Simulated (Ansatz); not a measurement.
Take MgO in the rock salt structure (space group Fm-3m, No. 225; a = 4.214 Å) as the base. Axes: x, y, z lie along the cube axes.

Structures relaxed with PBEsol/PAW in Ansatz (a first-principles code), no spin-orbit coupling.

Base:

Simulated powder pattern, Cu Kα1, λ = 1.54056 Å (kinematic, ideal powder, no thermal factors, no anomalous dispersion; the 14 strongest lines at most, above 2 %, up to 2θ = 90°):

```tsv
2θ (°)	I/Imax (%)	hkl
36.91	10	(111)
42.89	100	(200)
62.26	56	(220)
74.64	6.9	(311)
78.57	17	(222)
```

It is then changed as follows: tensile biaxial strain of 2.00 % in the plane normal to [001], as in epitaxy on a mismatched substrate; the out-of-plane cell vector and the atoms relax.

Q: How do the reflections move or split?

A: 
Simulated powder pattern, Cu Kα1, λ = 1.54056 Å (kinematic, ideal powder, no thermal factors, no anomalous dispersion; the 14 strongest lines at most, above 2 %, up to 2θ = 90°):

```json
[
 {"2θ (°)": "36.57", "d (Å)": "2.455", "I/Imax (%)": "15", "hkl": "(111)"},
 {"2θ (°)": "42.00", "d (Å)": "2.149", "I/Imax (%)": "100", "hkl": "(200)"},
 {"2θ (°)": "43.42", "d (Å)": "2.083", "I/Imax (%)": "45", "hkl": "(002)"},
 {"2θ (°)": "60.91", "d (Å)": "1.520", "I/Imax (%)": "28", "hkl": "(220)"},
 {"2θ (°)": "62.00", "d (Å)": "1.496", "I/Imax (%)": "53", "hkl": "(202)"},
 {"2θ (°)": "73.18", "d (Å)": "1.292", "I/Imax (%)": "6.8", "hkl": "(311)"},
 {"2θ (°)": "75.17", "d (Å)": "1.263", "I/Imax (%)": "3.2", "hkl": "(113)"},
 {"2θ (°)": "77.73", "d (Å)": "1.228", "I/Imax (%)": "24", "hkl": "(222)"}
]
```

The indices refer to the base's conventional cell; one index is shown for lines that coincide. The space group is now I4/mmm (No. 139).

Whether these cells are dynamically stable was not tested.
